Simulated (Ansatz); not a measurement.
For HfSi (model structure, started from the CoSn type, P6/mmm, No. 191, 6 atoms in the cell), PBE (PAW; Ansatz, a first-principles code) gives:

| Quantity | Value |
|---|---|
| equilibrium lattice constant a | 6.135 Å |
| lattice parameter c | 4.042 Å |
| enthalpy of formation | -0.067 eV/atom |

### Question
What does PBE-D3(BJ) in Ansatz (PAW) give for the same quantities?

### Answer

- lattice constant a: 6.064 Å (decreases by 1.2 %)
- lattice parameter c: 4.020 Å (shrinks by 0.5 %)
- formation enthalpy: -0.058 eV/atom (moves by +0.009 eV/atom)

Changes are worked out from the printed values.

Unless a cell is named, each level is at its own relaxed cell (PBE 21.96, PBE-D3(BJ) 21.34 Å³/atom).

Levels without +SOC leave out spin–orbit coupling, which shifts energies and cells of such heavy elements.

Caveats: a distance lies near a switch of the dispersion term, which can move the cell (PBE-D3(BJ)). Ansatz's density-functional and Hartree–Fock values are scalar-relativistic unless marked +SOC, with PAW data made under PBE.

A model structure was made by putting elements into a prototype or built by hand; it is no filed structure, need not be a known phase, and can be a saddle point held by its symmetry.
